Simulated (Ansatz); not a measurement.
**Band edges of zincblende BAs (F-43m) under hydrostatic pressure**

Cell and atoms are relaxed with PBEsol to each stress (compression positive); bands and masses by r2SCAN with spin-orbit coupling, rigid bands (plane waves, PAW; Ansatz, a quantum-chemistry and plane-wave program).

```xyz
2
Lattice="0.0000 2.3839 2.3839 2.3839 0.0000 2.3839 2.3839 2.3839 0.0000" Properties=species:S:1:pos:R:3 pbc="T T T"
B      0.0000     0.0000     0.0000
As     1.1920     1.1920     1.1920
```

| stress (GPa) | ln(V/V₀) (%) | gap (eV) | mean mₑ* |
|---|---|---|---|
| -9.60 | 8.07 | 1.375 | 0.30 |
| -6.40 | 5.05 | 1.348 | 0.30 |
| -3.20 | 2.39 | 1.323 | 0.30 |
| 0 | 0 | 1.300 | 0.30 |
| 3.20 | -2.18 | 1.277 | 0.30 |
| 6.40 | -4.19 | 1.256 | 0.30 |
| 12.80 | -7.78 | 1.217 | 0.29 |
| 19.20 | -10.96 | 1.183 | 0.29 |

 Masses are conductivity masses at 300 K in electron masses, harmonic means over x, y and z.

Question: Estimate the bulk modulus from the two loads next to zero.

Answer: B ≈ −Δp/Δln V = 6.40 GPa/4.57 % = 140 GPa (PBEsol), a mean over this interval.

Question: How fast does the gap move on either side of zero load?

Answer: Under tension, (1.348 − 1.300) eV over -6.40 GPa = -8 meV/GPa, or about 1.0 eV per unit ln V; under compression, (1.256 − 1.300) eV over 6.40 GPa = -7 meV/GPa, or about 1.1 eV per unit ln V. The two slopes part by 1 meV/GPa; gaps are resolved to about 0.01 eV, which allows 3 meV/GPa, so these rows don't tell them apart.

Masses are those of dilute carriers in rigid bands with one relaxation time, without polarons. Third decimals of gaps are kept for the arithmetic. Every relaxation keeps the zincblende phase (space group F-43m under this load), so a transition, a distortion that breaks the symmetry or fracture can't show.
